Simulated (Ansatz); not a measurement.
For TiO₂ (Pbca, No. 61), LDA (plane waves, PAW; Ansatz, a quantum-chemistry and plane-wave program) gives:

- equilibrium volume per atom: 10.36 Å³/atom
- formation enthalpy: -3.407 eV/atom

What does r²SCAN (PAW; Ansatz) give for the same quantities?


- equilibrium volume per atom: 10.72 Å³/atom (goes up by 3.5 %)
- formation enthalpy: -3.328 eV/atom (moves by +0.079 eV/atom)

Changes are worked out from the printed values.

Unless a cell is named, each level is at its own relaxed cell (LDA 10.36, r²SCAN 10.72 Å³/atom).

Caveats: the relaxation could not lower the start's symmetry, so the cell can be a saddle point above a distorted one (LDA, r²SCAN). Ansatz's density-functional and Hartree–Fock values are scalar-relativistic unless marked +SOC, with PAW data made under PBE.
